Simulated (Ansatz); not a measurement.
Consider Hf$_{3}$N$_{4}$ (space group R-3m, No. 166; a = 3.385 Å, c = 24.946 Å (hexagonal axes); a cell from a computed database, its experimental status unchecked).

Perturbation: a hydrostatic pressure of 1.5 GPa.

Levels (all Ansatz, a first-principles code, PAW): PBEsol (420 eV, no spin-orbit coupling); PBEsol+SOC (420 eV, with spin-orbit coupling).

The geometry is relaxed with PBEsol.

| Quantity | Result |
|---|---|
| PBEsol pressure | 1.50 GPa |
| PBEsol valence-band top at Γ | 0.00, -1.29, -1.29 eV |
| PBEsol smallest direct gap | 1.40 eV |
| PBEsol gap character | indirect, Γ → F |

Task: How does going to PBEsol+SOC change the pressure, valence-band top at Γ, smallest direct gap and gap character?

Result: The pressure falls by 0.42 GPa, from 1.50 GPa to 1.08 GPa; the valence-band top at Γ (three highest Kramers pairs, from the VBM) becomes 0.00, -1.24, -1.35 eV (PBEsol: 0.00, -1.29, -1.29 eV); the smallest direct gap falls by 0.09 eV to 1.31 eV; the gap character remains indirect, Γ → F.

Single points use the geometry relaxed with PBEsol. The spin-orbit shifts are approximate. With Hf present, leaving out spin-orbit coupling can change the band edges. Load acts through the strain it causes; cell and atoms are relaxed under it. Whether these cells are dynamically stable was not tested.
